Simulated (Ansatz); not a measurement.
We consider rock-salt LaS, described by PBEsol+SOC (PAW; Ansatz, a quantum-chemistry and plane-wave program).

Numerical settings: plane-wave cutoff 520 eV, 16×16×16 k mesh, Fermi–Dirac smearing 0.05 eV, PAW data made under PBE.

Pressure at four volumes; x = ln(V/24.453 Å³). One pressure is withheld.

```json
[
 {"V (Å³/atom)": "22.986", "x": "-0.0619", "P (GPa)": "?"},
 {"V (Å³/atom)": "23.475", "x": "-0.0408", "P (GPa)": "4.01"},
 {"V (Å³/atom)": "24.453", "x": "0.0000", "P (GPa)": "0.00"},
 {"V (Å³/atom)": "25.920", "x": "0.0583", "P (GPa)": "-4.57"}
]
```

**Question.** Pass a parabola P(x) through the three rows shown, estimate the bulk modulus and its pressure derivative near zero pressure, and predict the withheld pressure.

**Answer.** Slopes between the rows: (0.00 − (4.01))/(0.0000 − (-0.0408)) = -98.28 and (-4.57 − (0.00))/(0.0583 − (0.0000)) = -78.39 GPa. Their difference over the span 0.0991 is c = 19.89/0.0991 = 200.7 GPa, so P(x) = 4.01 + (-98.28)(x − (-0.0408)) + 200.7 (x − (-0.0408))(x − (0.0000)). At the middle row B = −dP/dx = −[-98.28 + 200.7 × 0.0408] = 90.1 GPa, and B′ = dB/dP = 2c/B = 4.5. At x = -0.0619 the parabola gives 6.35 GPa; the run gives 6.37 GPa. The Birch–Murnaghan fit to the energies at all volumes has B0 = 89.5 GPa and B′ = 4.5.

Note: the relaxation could not lower the start's symmetry, so the cell can be a saddle point above a distorted one.
